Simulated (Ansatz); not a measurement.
For NbZn$_{3}$ (Pm-3m), PBEsol, DFPT electron-phonon coupling, linearised Boltzmann equation in Ansatz (a first-principles code) gives a transport coupling λ_tr = 0.211 and a Drude plasma energy ħω_p = 4.60 eV.

Q: Estimate the resistivity at 300 K from the high-temperature formula ρ = 2π λ_tr k_B T / (ħ ε₀ ω_p²), and say how the full Boltzmann solution compares.

A: The scattering rate is 1/τ = 2π λ_tr k_B T/ħ = 5.21e13 s⁻¹ and ω_p = 6.99e15 s⁻¹, so ρ ≈ 12.0 μΩ·cm. The Boltzmann solution gives 10.9 μΩ·cm, 0.91 times the estimate.

A metal at this level (no band gap). Only scattering by harmonic phonons is included (no impurities, grain boundaries, electron-electron scattering or thermal expansion). Spin-orbit coupling is left out. Halving the electron mesh (24x24x24) moves the resistivity by up to 4 % at 300 K, the coupling by up to 2 %. Smearing 0.20 eV; phonons on a 4x4x4 q mesh, which this run doesn't test.

Formula and space group known from diffraction (Crystallography Open Database), not checked to be the room-temperature form: NbZn3 (Pm-3m).
